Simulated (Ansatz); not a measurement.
Input and output of a zone-centre phonon calculation for K₃Ba (I4/mmm, 4 atoms in the cell) (Ansatz, a quantum-chemistry and plane-wave program).

Computed with LDA (PW92), harder PAW files (source: ansatz) made with PBE (plane waves; Ansatz).

```yaml
crystal:
  lattice:
    - [-3.13850, 3.13850, 7.19088]
    - [3.13850, -3.13850, 7.19088]
    - [3.13850, 3.13850, -7.19088]
  atoms:
    - { symbol: K, position: [0.75000, 0.25000, 0.50000] }
    - { symbol: K, position: [0.25000, 0.75000, 0.50000] }
    - { symbol: K, position: [0.50000, 0.50000, 0.00000] }
    - { symbol: Ba, position: [0.00000, 0.00000, 0.00000] }
```

Reference input (self-consistent single point, DFT, PBEsol, plane waves, harder PAW files (source: ansatz) made with PBE): basis.ecutwfc = 390 eV; kpoints.mp_grid.grid = 8 8 8; hamiltonian.xc = pbesol; hamiltonian.pseudopotentials = {kind: paw, source: ansatz}; scf.occupations.method = cold; scf.occupations.width = 0.272 eV. This run's input differs from it in these lines:

Ansatz 0.2 input:
```diff
@@ -15,3 +15,3 @@
 hamiltonian:
-  xc: pbesol
+  xc: lda
   pseudopotentials: { kind: paw, source: ansatz }
@@ -19,6 +19,4 @@
   occupations: { method: cold, width: 0.272 eV }
-output:
-  forces: true
-  eigenvalues: true
-  stress: true
+phonons:
+  method: dfpt
```

Output (repeated stretches shortened):

```
SCF iter   1: F=—  HF=-10253.212749 eV  |F-HF|=—  |Δ(HF+E_count)|=         —  Δρ=1.73e-2  dr2=3.87e-1  ethr=3.10e-3  ⟨swp⟩=9.6  Hψ=24935  notcnv=0
all-band conjugate gradients solve this SCF's bands
automatic band count: the SCF goes on with 27 bands, as 23 were too few: they end inside the smearing window of the response
preconditioner: auto → Kerker (q_TF=auto, 1.943 Å⁻¹)
   [... lines left out ...]
SCF iter  10: F=—  HF=-10252.982632 eV  |F-HF|=—  |Δ(HF+E_count)|=  9.09e-11  S|Δr|=    0.00e0  Δρ=1.63e-7  dr2=1.48e-10  ethr=5.64e-12  ⟨swp⟩=2.1  Hψ=2979  notcnv=0  defer=9
SCF iter  11: F=—  HF=-10252.982632 eV  |F-HF|=—  |Δ(HF+E_count)|=  4.73e-11  S|Δr|=    0.00e0  Δρ=4.20e-8  dr2=1.07e-11  ethr=1.00e-12  ⟨swp⟩=1.2  Hψ=2580  notcnv=0  defer=9
SCF iter  12: F=-10252.982632 eV  HF=-10252.982632 eV  |F-HF|=3.64e-12  |Δ(HF+E_count)|=  3.64e-12  S|Δr|=    0.00e0  Δρ=1.45e-8  dr2=1.91e-12  ethr=1.00e-12  ⟨swp⟩=8.7  Hψ=12997  notcnv=0
SCF 1 converged in 12 iterations: F = -10252.982632 eV  dr2 = 1.91e-12
DFPT response loops at Γ: preconditioner auto → Kerker (q_TF=auto, 1.943 Å⁻¹) (partly filled bands, converged f_vac=0.000) …
Stability not checked (fill_not_monotonic)
Free energy (F): -10252.982632 eV
Internal energy: -10252.954893 eV  (E = F + TS)
E sigma→0 (E₀):  -10252.973386 eV
Entropy (-TS):   -0.027739 eV (-6.935 meV/atom)
Fermi energy:    2.469012 eV
   [... lines left out ...]
  ASR residual: 1.430e-4 → 0.000e0 eV/Å²; symmetrization residual: 5.214e-6 eV/Å²
  ASR residual per site (eV/Å²): 2.86e-5 2.86e-5 6.14e-6 1.43e-4
  Γ frequencies (cm⁻¹): 0.00 0.00 0.00 36.87 43.39 43.39 52.08 67.74 73.09 73.09 77.79 77.79
  non-analytic LO–TO correction: not included (Born effective charges unavailable; polar crystals: no LO–TO splitting at Γ)
```

The run converged in 12 iterations. 

Summary of the result:
Free energy E − TS (on the zero of these files): -10252.9826 eV
Fermi level (on the code's own zero): 2.47 eV
Zone-centre frequencies (cm⁻¹; negative means imaginary): 0, 0, 0, 37, 43, 43, 52, 68, 73, 73, 78, 78

The starting cell comes from a database of computed structures (which also holds hypothetical and non-ambient phases and stackings), without a prior relaxation at this level.

Cost on one core of a shared machine: roughly 8 min.
